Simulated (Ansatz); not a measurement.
**Hypothetical P6_3/mmc Zr2BSe, response to strain**

Base system: Zr2BSe (space group P6_3/mmc, No. 194; a = 3.534 Å, c = 12.578 Å; a hypothetical phase, not in the database extracts checked). Axes: x lies along a and z along c of the hexagonal cell.

Strains are applied to the cell and any free atomic positions relax; under biaxial strain the out-of-plane vector relaxes too.

Method: PBEsol in Ansatz (plane waves to 420 eV, PAW, no SOC).

Notes on the quantities. pressure: mean of the normal stresses, compression positive.

```json
[
 {"change": "base", "pressure": "0.0 GPa", "shortest interatomic distance": "2.407 Å"},
 {"change": "biaxial strain −4.79 %, plane normal [001], relaxed out of plane", "pressure": "9.8 GPa", "shortest interatomic distance": "2.351 Å"},
 {"change": "biaxial strain −1.73 %, plane normal [001], relaxed out of plane", "pressure": "3.3 GPa", "shortest interatomic distance": "2.385 Å"},
 {"change": "biaxial strain +2.49 %, plane normal [001], relaxed out of plane", "pressure": "-4.2 GPa", "shortest interatomic distance": "2.440 Å"},
 {"change": "uniaxial strain ε_zz = +2.63 %", "pressure": "-3.7 GPa", "shortest interatomic distance": "2.419 Å"}
]
```

Without a gap, meshes like the base's 15×15×4 leave anisotropic stresses uncertain by several tenths of a GPa, and small strain energies with them. No phonon test of stability was made. All final runs are without spin polarisation.

Ansatz is a program for electronic structure.
